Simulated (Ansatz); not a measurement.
A user runs Ansatz (a program for electronic structure) on Ti2O (P-3m1, 3 atoms in the cell) and asks whether the run is sound. The aim is a self-consistent single point with DFT, LDA (PW92), plane waves, default PAW files made with PBE.

This input was run:

Ansatz 0.2 input:
```yaml
# Ti2O
crystal:
  lattice:
    - [2.91940000, 0.00000000, 0.00000000]
    - [-1.45970000, 2.52827500, 0.00000000]
    - [0.00000000, 0.00000000, 4.71300000]
  atoms:
    - { symbol: Ti, position: [0.66666700, 0.33333300, 0.27874000] }
    - { symbol: Ti, position: [0.33333300, 0.66666700, 0.72126000] }
    - { symbol: O, position: [0.00000000, 0.00000000, 0.00000000] }
basis:
  ecutwfc: 65.0
kpoints:
  mp_grid: { grid: [7, 7, 4] }
hamiltonian:
  xc: lda
  pseudopotentials: { kind: paw }
scf:
  occupations: { method: methfessel_paxton, width: 0.1 }
output:
  forces: true
  eigenvalues: true
  stress: true
```

Output, abridged:

```
   [... lines left out ...]
WARN ansatz: RAYON_NUM_THREADS=1 ignored (pool sized by the plan → 1); use --threads N
Pseudopotentials: kind: paw
Pseudopotential: Ti, paw, valence charge 12
Pseudopotential: O, paw, valence charge 6
Crystal: 3 atoms, lattice volume = 34.787 Å³
Basis set: ecut = 65 eV, 37 PW (Γ)
Bands: 19, of which v1, the nominal top of the filled ones, is band 15 counted from 1 (14 counted from 0)
Symmetry: 12 space group operations
Space group: P-3m1 (ITA 164), of the structure as read, at distance tolerance 3.3e-5 Å
k-points: 28 of 196
PAW frozen core: Ti, regenerated for the run's functional, and the local potential with it
PAW frozen core: O, regenerated for the run's functional, and the local potential with it
Initial density: superposition of atomic densities (neutral atoms: chi_scale 0, normalization atom), corrected by the library's trained network
Initial wavefunctions: pseudopotential atomic-orbital guess
Eigensolver: davidson
Functional: x = slater, c = lda
SCF iter   1: F=—  HF=-5161.584471 eV  |F-HF|=—  |Δ(HF+E_count)|=         —  Δρ=9.52e-1  dr2=2.30e2  ethr=1.77e-3  ⟨swp⟩=1.0  Hψ=1142  notcnv=0
all-band conjugate gradients solve this SCF's bands
preconditioner: auto → none
SCF iter   2: F=—  HF=-5010.228364 eV  |F-HF|=—  |Δ(HF+E_count)|=    1.51e2  S|Δr|=    0.00e0  Δρ=4.41e-1  dr2=4.75e1  ethr=1.77e-3  ⟨swp⟩=3.2  Hψ=1611  notcnv=0  defer=3
   [... lines left out ...]
SCF iter   7: F=—  HF=-4969.939327 eV  |F-HF|=—  |Δ(HF+E_count)|=   9.57e-5  S|Δr|=    0.00e0  Δρ=1.01e-4  dr2=2.20e-6  ethr=7.57e-7  ⟨swp⟩=2.0  Hψ=690  notcnv=0  defer=4
SCF iter   8: F=—  HF=-4969.939323 eV  |F-HF|=—  |Δ(HF+E_count)|=   3.59e-6  S|Δr|=    0.00e0  Δρ=1.46e-5  dr2=2.14e-7  ethr=7.34e-9  ⟨swp⟩=2.2  Hψ=709  notcnv=0  defer=4
SCF iter   9: F=-4969.939323 eV  HF=-4969.939323 eV  |F-HF|=2.41e-9  |Δ(HF+E_count)|=   5.90e-8  S|Δr|=    0.00e0  Δρ=2.30e-6  dr2=3.11e-9  ethr=3.33e-10  ⟨swp⟩=6.2  Hψ=2215  notcnv=0
SCF 1 converged in 9 iterations: F = -4969.939323 eV  dr2 = 3.11e-9
Stability not checked (fill_not_monotonic)
Free energy (F): -4969.939323 eV
Internal energy: -4969.935090 eV  (E = F + TS)
E sigma→0 (E₀):  -4969.938265 eV
Entropy (-TS):   -0.004233 eV (-1.411 meV/atom)
Fermi energy:    25.139352 eV
--- Forces (eV/Å), atoms counted from 1 ---
  atom   1  Ti    -0.00000000     0.00000000    -0.15294256
  atom   2  Ti    -0.00000000    -0.00000000     0.15294256
  atom   3  O     -0.00000000     0.00000000     0.00000000
--- Stress (GPa, compression-positive) ---
     -268.511055       0.000000      -0.000000
        0.000000    -268.511055      -0.000000
       -0.000000       0.000000    -274.024342
  P = ⅓ Tr σ = -270.3488 GPa (-2703.488 kbar)
  The stress holds the Pulay correction. Without it, at fixed plane waves, as pw.x and ABINIT print it: P = -2298.0890 GPa
```

**Question.** Is anything amiss in this input, and did it matter?

**Answer.** The run is not sound. The fault is a basis or grid far too coarse for these potentials. Far below the cutoff that the potentials were made for, the basis cannot represent the orbitals near the nuclei, and energies, forces and above all the stress go wrong. To fix it, restore the cutoff that the potentials need and check convergence. The run converged in 9 iterations without an error; against the sound input the free energy rises by 163 eV/atom, the pressure goes from -1.70 to -270.3 GPa and the largest force goes from 1.497 to 0.153 eV/Å. At a fixed set of plane waves, without the program's Pulay estimate, the pressure is -2298.09 GPa against -2.19 GPa.

An input that runs soundly differs in these lines (not the only fix; some lines may just follow from the change or write a value another way):
```diff
-  ecutwfc: 65.0
+  ecutwfc: 30.9 Ry
-  occupations: { method: methfessel_paxton, width: 0.1 }
+  occupations: { method: methfessel_paxton, width: 0.0073 Ry }
```

With that input, the run converged in 6 iterations: free energy E − TS (on the zero of these files) -5459.1598 eV; Fermi level (on the code's own zero) 15.83 eV; pressure -1.70 GPa; largest force (vector length) 1.497 eV/Å (DFT, LDA (PW92), plane waves, default PAW files made with PBE).

On the sound input: the starting cell comes from a database of published, mostly measured structures (it also holds non-ambient and calculated ones), without a prior relaxation at this level. Spin polarisation is off, so a magnetic state, if there is one, cannot be reached. Forces in this geometry exceed 1 eV/Å. Ansatz's pressure includes its estimate of the finite-basis (Pulay) stress. Without a gap this mesh is coarse (it stands for a supercell whose shortest vector is 19 Å).
